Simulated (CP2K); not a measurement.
Band structure of Ta2O5 (I4/mmm, 7 atoms in the cell).

```yaml
crystal:
  lattice:
    - [6.08615, 0.00000, 0.00000]
    - [1.46473, 5.90726, 0.00000]
    - [-3.77544, -2.95363, 3.75011]
  atoms:
    - { symbol: Ta, position: [0.19809, 0.19809, 0.00000] }
    - { symbol: Ta, position: [0.80191, 0.80191, 0.00000] }
    - { symbol: O, position: [0.00000, 0.00000, 0.00000] }
    - { symbol: O, position: [0.50000, 0.00000, 0.00000] }
    - { symbol: O, position: [0.00000, 0.00000, 0.50000] }
    - { symbol: O, position: [0.00000, 0.50000, 0.00000] }
    - { symbol: O, position: [0.50000, 0.50000, 0.50000] }
```

Level of theory: LDA (Pade form), GPW, DZVP-MOLOPT-SR-GTH basis, GTH-PADE potentials (GTH_POTENTIALS) (CP2K).

Settings: CUTOFF = 500 Ry; REL_CUTOFF = 60 Ry; KPOINTS/SCHEME = MONKHORST-PACK 6 6 6; GAMMA_CENTERED = T; XC_FUNCTIONAL = PADE; Ta/BASIS_SET = DZVP-MOLOPT-SR-GTH; Ta/POTENTIAL = GTH-PADE-q13; O/BASIS_SET = DZVP-MOLOPT-SR-GTH; O/POTENTIAL = GTH-PADE-q6; METHOD = GPW; EPS_DEFAULT = 1e-11; EXTRAPOLATION = USE_GUESS; NGRIDS = 5; SCF_GUESS = ATOMIC.

The starting cell comes from a database of computed structures (which also holds hypothetical and non-ambient phases and stackings), without a prior relaxation at this level. Spin-orbit coupling is off. Values carry the incompleteness of an atom-centred basis.

**Question.** Predict the gap along the standard path and the places of the band edges.

**Answer.** The gap along the path is 1.79 eV, direct at Γ to within 0.01 eV.

Levels in eV from the top of the valence band on the SCF mesh, bands 25 to 29:
```tsv
point	25	26	27	28	29
Γ	-1.49	-1.20	-1.20	0.00	1.79
X	-2.28	-2.22	-2.20	-2.06	2.15
Y	-2.24	-2.05	-1.96	-1.33	2.74
S	-2.78	-1.88	-1.12	-0.49	3.43
Z	-1.54	-1.26	-1.26	0.00	1.92
S1	-2.78	-1.88	-1.12	-0.49	3.43
N	-2.63	-2.06	-0.84	-0.82	3.09
P	-2.24	-2.24	-2.19	-2.19	2.93
Y1	-2.24	-2.05	-1.96	-1.33	2.74
```

Higher empty bands are left out: an atom-centred basis made for the valence describes them poorly.
